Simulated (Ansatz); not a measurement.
Worked example: relaxation of cell and atoms of ZnS (P6_3mc, 8 atoms in the cell) in Ansatz (a first-principles code).

Method of the run: PBE, PAW files (plane waves; Ansatz).

```xyz
8
Lattice="3.8082 0.0000 0.0000 -1.9041 3.2980 0.0000 0.0000 0.0000 12.4501" Properties=species:S:1:pos:R:3 pbc="T T T"
Zn     1.9041     1.0993     9.3367
Zn     0.0000     2.1987     3.1117
Zn     0.0000     0.0000     6.2251
Zn     0.0000     0.0000     0.0000
S      1.9041     1.0993    11.6748
S      0.0000     2.1987     5.4498
S      0.0000     0.0000     8.5575
S      0.0000     0.0000     2.3324
```

Reference input (self-consistent single point, DFT, PBE, plane waves, PAW files): kpoints.mp_grid.grid = 7 7 2; hamiltonian.xc = pbe; hamiltonian.pseudopotentials = {kind: paw} (the program's default PAW files); scf.occupations.method = fixed. This run's input differs from it in these lines:

```diff
@@ -21,2 +21,4 @@
   occupations: { method: fixed }
+relax:
+  cell: {}
 output:
```

The program printed (abridged):

```
   [... SCF lines of the steps left out ...]
relax step   1: F+E_penalty+E_count = -16890.89578604 eV  Δ(F+E_penalty+E_count) = +0.000e0 eV  max|allowed force component| = 1.332e-2 eV/Å  Δτ_max = 0.0000 Å  P = +2.354 GPa  Ω = 156.365 Å³  (10 SCF iters, dr2 threshold 1.00e-7 eV, accepted)
relax step   2: F+E_penalty+E_count = -16890.92422423 eV  Δ(F+E_penalty+E_count) = -2.844e-2 eV  max|allowed force component| = 7.325e-3 eV/Å  Δτ_max = 0.0011 Å  P = +0.937 GPa  Ω = 159.286 Å³  energy of the carried Pulay correction = -1.412e-3 eV  [...]
relax step   3: F+E_penalty+E_count = -16890.92936020 eV  Δ(F+E_penalty+E_count) = -5.136e-3 eV  max|allowed force component| = 7.242e-4 eV/Å  Δτ_max = 0.0004 Å  P = +0.048 GPa  Ω = 161.278 Å³  energy of the carried Pulay correction = -2.350e-3 eV  [...]
relax step   4: F+E_penalty+E_count = -16890.93167401 eV  Δ(F+E_penalty+E_count) = -2.314e-3 eV  max|allowed force component| = 7.162e-4 eV/Å  Δτ_max = 0.0000 Å  P = +0.047 GPa  Ω = 161.278 Å³  stress off target by 4.81e-2 GPa  SCF on the basis [...]
basis re-selected at this cell: Δ(F+E_penalty+E_count) = -2.314e-3 eV, ΔP = -0.001 GPa vs the last step
the relaxation is at rest under the 12 symmetry operations that the run kept from its start: a minimum is not shown …
Free energy (F): -16890.931674 eV
Internal energy: -16890.931674 eV  (E = F + TS)
E sigma→0 (E₀):  -16890.931674 eV
Fermi energy:    5.501752 eV
--- Forces (eV/Å), atoms counted from 1 ---
  atom   1  Zn     0.00000000    -0.00000000     0.00071627
  atom   2  Zn     0.00000000     0.00000000     0.00071627
   [... lines left out ...]
  cell:  # Å, volume = 161.2783 Å³
   [... lines left out ...]
    - { symbol: S, position: [0.6666666666666666, 0.3333333333333333, 0.937612429544044] }
    - { symbol: S, position: [0.3333333333333333, 0.6666666666666666, 0.43761242954404417] }
    - { symbol: S, position: [1.2004852393087214e-35, 1.9100728214292188e-34, 0.6872671972798619] }
    - { symbol: S, position: [-7.744229482859124e-35, -1.6910835807558053e-34, 0.187267197279862] }
```

The run converged. 

Summary of the result:
- Free energy E − TS (on the zero of these files): -16890.9317 eV
- Top of the valence band (on the code's own zero): 5.50 eV
- Gap on the k-point mesh: 2.05 eV
- Pressure: 0.05 GPa
- Final cell: a = 3.846 Å, b = 3.846 Å, c = 12.588 Å, α = 90.00°, β = 90.00°, γ = 120.00°
- Final volume per atom: 20.16 Å³
- Relaxation steps: 4

The starting cell comes from a database of computed structures (which also holds hypothetical and non-ambient phases and stackings), without a prior relaxation at this level. Its lattice was rescaled by a random factor within 2.5 % of one. The relaxation keeps the symmetry of its start, so its end need not be a minimum. Ansatz's pressure includes its estimate of the finite-basis (Pulay) stress.

Keys are those of Ansatz 0.2.
